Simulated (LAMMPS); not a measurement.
System: a slab of Cu (fcc) cut on the (001) plane, one half shifted rigidly along [1-10] and [110] of the cubic cell, atoms relaxed along the normal alone.

Model: classical force field (static), pair style eam/alloy, file Cu_zhou.eam.alloy, run in LAMMPS.

```json
{
 "largest_energy_on_the_surface": "1100 mJ/m²",
 "largest energy on the line along [1-10]": "720 mJ/m²",
 "cost": "roughly 8 core-seconds"
}
```

Potential: file Cu_zhou.eam.alloy of the LAMMPS distribution; its header cites Zhou et al, Acta Mater, 49, 4005 (2001).

| shift along [110], in periods of 2.556 Å | γ (mJ/m²) |
|---|---|
| 0.000 | 0.000 |
| 0.08333 | 81.8 |
| 0.1667 | 275 |
| 0.2500 | 468 |
| 0.3333 | 611 |
| 0.4167 | 694 |
| 0.5000 | 720 |
| 0.5833 | 694 |
| 0.6667 | 611 |
| 0.7500 | 468 |
| 0.8333 | 275 |
| 0.9167 | 81.8 |
| 1.000 | 0.000 |

```tsv
shift along [1-10], in periods of 2.556 Å	γ (mJ/m²)
0.000	0.000
0.08333	81.8
0.1667	275
0.2500	468
0.3333	611
0.4167	694
0.5000	720
0.5833	694
0.6667	611
0.7500	468
0.8333	275
0.9167	81.8
1.000	0.000
```
